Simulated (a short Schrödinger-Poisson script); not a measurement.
Stack: gated In0.52Al0.48As/In0.53Ga0.47As δ-doped gas in a quantum well, at 300 K.

```
layer        material  thickness (nm)  Na (cm⁻³)
-----  --------------  --------------  ---------
1      In0.52Al0.48As               8          -
2      In0.52Al0.48As              10          -
3      In0.53Ga0.47As              10          -
4      In0.52Al0.48As            4000       8e15
```

Constants are typed, rounded textbook-type inputs, not results; the design itself was drawn at random and stands for no fabricated device. In0.52Al0.48As: permittivity 12.5, conduction-band edge (eV) 0.52, gap (eV) 1.45, electron mass (mₑ) 0.075, Nv at 300 K (cm⁻³) 1.1e19. In0.53Ga0.47As: permittivity 13.9, conduction-band edge (eV) 0, gap (eV) 0.74, Nv at 300 K (cm⁻³) 7.7e18.

Channel valleys (confinement mass, in-plane density-of-states mass, number): Γ 0.041, 0.041, 1. At the gate the conduction-band edge of layer 1 lies 0.65 eV − eVg above the Fermi level of the channel; the field vanishes at the back. Sheet of ionised δ-doping: +2.9e12 e/cm² at 8 nm from the gate. The barrier under the gate holds no holes. Gaps are held at their typed values at every temperature. Mesh 0.08 nm at interfaces.

From a short Schrödinger-Poisson script (our own, NumPy): 1D Poisson equation in equilibrium, electrons quantum, Hartree (BenDaniel-Duke, 40 states a valley, the channel's in-plane mass for all, wave functions free to enter the barrier), parabolic valleys, classical holes, full ionisation, no traps, pinning or gate leakage.

The same stack at other levels of the model or other numerical settings:

| run | sheet density of all electrons at Vg = 0.4 V (cm⁻²) | sheet density of all electrons at Vg = -0.1 V (cm⁻²) | capacitance at Vg = 0.4 V (μF/cm²) | centroid of the channel electrons at Vg = 0.4 V (nm) | rough cost against the base |
|---|---|---|---|---|---|
| base | 1.30e12 | 5.75e10 | 0.458 | 4.23 | about 1 |
| electrons treated as classical, Boltzmann | 1.66e12 | 1.16e11 | 0.559 | 2.42 | 0.03 |
| electrons treated as classical, Fermi-Dirac | 1.38e12 | 1.05e11 | 0.462 | 3.89 | 0.1 |
| electrons treated as quantum, Hartree plus LDA exchange-correlation | 1.34e12 | 6.44e10 | 0.463 | 4.20 | 1 |
| mesh six times as coarse | 1.30e12 | 5.66e10 | 0.458 | 4.21 | 0.3 |
| one subband a valley | 1.29e12 | 5.74e10 | 0.452 | 4.21 | 0.3 |

The classical rows ignore confinement, and Boltzmann statistics overrate the density once the band edge passes the Fermi level.
